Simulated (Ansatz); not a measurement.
An Ansatz (a quantum-chemistry and plane-wave program) input (LDA in Ansatz (plane waves to 420 eV, PAW, no spin-orbit coupling)):

Ansatz 0.2 input:
```yaml
crystal:
  lattice:
    - [4.4116566542, 0, 0]
    - [0, 4.4116566542, 0]
    - [0, 0, 2.9608645245]
  atoms:
    - { symbol: Ti, position: [0, 0, 0] }
    - { symbol: Ti, position: [0.5, 0.5, 0.5] }
    - { symbol: O, position: [0.3039644744, 0.3039644744, 0] }
    - { symbol: O, position: [0.8039644744, 0.1960355256, 0.5] }
    - { symbol: O, position: [0.1960355256, 0.8039644744, 0.5] }
    - { symbol: O, position: [0.6960355256, 0.6960355256, 0] }
basis: { ecutwfc: 420, ecutrho_ratio: 4, xc_grid: 2, fft_grid_basis: typed }
kpoints: { mp_grid: { grid: [7, 7, 11] } }
hamiltonian:
  xc: lda
  dispersion: none
  pseudopotentials: { kind: paw }
scf: { occupations: { method: fermi_dirac, width: 0.05 } }
relax: { f_tol: 0.005, max_steps: 50, cell: { stress_tol: 0.01, fix: [a, b, gamma] } }
output: { forces: true, stress: true }
checkpoint: { write: state.ck, write_every: 1000 }
```

### Question
Which symmetry and how many k-points will the program report, and about how many plane waves at Γ?

### Answer
Space group P42/mnm (ITA 136) with 16 operations, k-points 60 of 539, and 1145 plane waves at Γ.

### Question
And the final pressure?

### Answer
8.76 GPa (compression positive).

The cells carry an imposed strain or load. Whether these cells are dynamically stable was not tested. All final runs are without spin polarisation. The cell was made from TiO₂ in the rutile structure (space group P4_2/mnm, No. 136) by this change: biaxial strain −3.00 %, plane normal [001], relaxed out of plane.
